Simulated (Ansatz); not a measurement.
**Ge (within 0.1 Å of P6/mmm, No. 191, 1 atom in the cell; start mp-1224349; another form than the element's usual one): properties by level of theory**

| level (code) | bulk modulus (GPa) | cohesive energy (eV/atom) |
|---|---|---|
| LDA (Ansatz) | ? | ? |
| PBEsol (Ansatz) | 77.0 | ? |
| r²SCAN (Ansatz) | 75.8 | 3.49 |

Task: What belongs in the gaps?

Result: 
- LDA (Ansatz, a program for electronic structure), bulk modulus (GPa): 80.9
- LDA (Ansatz), cohesive energy (eV/atom): 4.39
- PBEsol (Ansatz), cohesive energy (eV/atom): 3.97

Caveats: the bulk modulus is −V dP/dV from two relaxed cells at ±2 % in volume (LDA, PBEsol, r²SCAN); the relaxation could not lower the start's symmetry, so the cell can be a saddle point above a distorted one (LDA, PBEsol, r²SCAN). Ansatz's density-functional and Hartree–Fock values are scalar-relativistic unless marked +SOC, with PAW data made under PBE.

Unless a cell is named, each level is at its own relaxed cell (LDA 17.96, PBEsol 18.39, r²SCAN 18.68 Å³/atom).

Free atoms are spin-polarised, in the lowest state found; at levels without +SOC their spin–orbit coupling is left out.

Computed values are for the static lattice.

A start named mp-… is a Materials Project structure, which need not be a measured phase.
